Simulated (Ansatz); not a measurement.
**MnSi: Si on a Mn site (antisite), symmetric start**

Start from a 16-atom supercell of MnSi (space group P2_13, No. 198; a = 4.470 Å; ferromagnetic) at its relaxed geometry.

One thing is altered: a neutral Si on a Mn site (antisite), symmetric start, atoms relaxed at fixed cell.

Calculations: plane-wave PAW DFT at the PBEsol level (Ansatz, an electronic-structure program, 420 eV), spin-orbit coupling left out. Γ-centred 8×8×8 mesh, Fermi–Dirac width 0.05 eV.

Pressure: 2.3 GPa (base 0.0 GPa)
Energy gained by relaxation: 0.87 eV
Largest displacement of a host atom from its site in the perfect cell: 0.16 Å
Shift of the substituted atom off its lattice site: 0.17 Å

Final structure:

```xyz
16
Lattice="4.4704 -4.4704 0.0000 0.0000 4.4704 -4.4704 0.0000 4.4704 4.4704" Properties=species:S:1:pos:R:3 pbc="T T T"
Si     0.6999     0.6999     0.6999
Mn     0.6169     5.0873     0.6169
Mn     2.9068     1.5698     3.8271
Mn     2.7521     1.5835    -0.5582
Mn     3.8271     2.9068     1.5698
Mn     3.9122    -1.7183     1.5835
Mn     1.5698     3.8271     2.9068
Mn     1.5835     3.9122    -1.7183
Si     3.7674    -0.7030    -0.7030
Si     3.7242     3.7242    -0.7462
Si     1.5830     3.0629     0.6704
Si     1.5726     2.8318    -3.7881
Si     0.6704     6.0534    -1.4075
Si     0.6823     1.5726    -1.6386
Si     3.0629     0.6704     1.5830
Si     2.8318     0.6823    -2.8978
```

Other magnetic orders, which the real material may have, were not ruled out. The cell is small, so the values are those of an ordered compound at a high defect concentration; dilute-limit values will differ. The defect started on the symmetric site and kept its symmetry, so it may sit on a saddle. The defect cell is spin-polarised and ends with 4.6 μB, a fractional moment that hangs on the mesh and smearing.
